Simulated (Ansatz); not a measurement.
The reference is GaN in the wurtzite structure (space group P6_3mc, No. 186; a = 3.183 Å, c = 5.185 Å).

It is then changed as follows: a fraction x = 0.75 of the Ga sites is given to Al, ordered in a cell of 8 atoms (starting symmetry P3m1) and fully relaxed.

The other end (x = 1) is AlN in the wurtzite structure (space group P6_3mc, No. 186): 10.46 Å³/atom, gap 4.09 eV.

Levels (all Ansatz, an electronic-structure program, PAW): PBEsol (420 eV, scalar-relativistic without spin-orbit coupling); PBEsol+SOC (420 eV, with spin-orbit coupling).

The geometry is relaxed with PBEsol.

- PBEsol width of the top valence band = 1.72 eV
- PBEsol band gap = 3.28 eV
- PBEsol gap character = direct at Γ
- PBEsol valence-band top at Γ = 0.00, 0.00, -0.16 eV

With PBEsol+SOC at the same geometry, the width of the top valence band stays 1.72 eV; the band gap hardly moves (3.28 eV against 3.27 eV); the gap character (in this cell's own zone, which can be folded) remains direct at Γ; the valence-band top at Γ (three highest Kramers pairs, from the VBM) becomes 0.00, -0.01, -0.17 eV (PBEsol: 0.00, 0.00, -0.16 eV).

Single points use the geometry relaxed with PBEsol. The spin-orbit shifts are approximate. Each cell is one ordered arrangement of few atoms, which overstates ordering effects compared with a random alloy. Whether these cells are dynamically stable was not tested. k-point labels follow each cell's own Brillouin zone.
